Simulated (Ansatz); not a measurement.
Consider the following.

```xyz
8
Lattice="4.8866 -1.4650 0.0000 4.8866 1.4650 0.0000 -0.8697 0.0000 5.1574" Properties=species:S:1:pos:R:3 pbc="T T T"
Li     6.6262     0.0000     3.7874
Li     2.2773     0.0000     1.3700
Na     4.8866     0.0000     0.0000
Li    -0.4349     0.0000     2.5787
F      5.7845     0.0000     2.0079
F      0.5935     0.0000     4.3976
F      3.1190     0.0000     3.1495
F      8.3100     0.0000     0.7599
```

No spin polarisation.

The values are results of PBEsol, PAW, 420 eV (Ansatz, a first-principles code; no spin-orbit coupling), not measurements. k-mesh 12×12×7 (Γ-centred); smearing 0.05 eV (Fermi–Dirac).

Question: Predict the gap character, band gap and valence-band top at Γ.

Answer: 
* **Gap character (in this cell's own zone, which can be folded)**: direct at Γ
* **Band gap**: 7.78 eV
* **Valence-band top at Γ (three highest levels, from the VBM)**: 0.00, -0.05, -0.05 eV

These are small ordered cells, not random alloys; other orderings at the same x differ. No phonon test of stability was made. The cell was made from LiF by this change: x(Na) = 0.25, 8 atoms, C2/m.
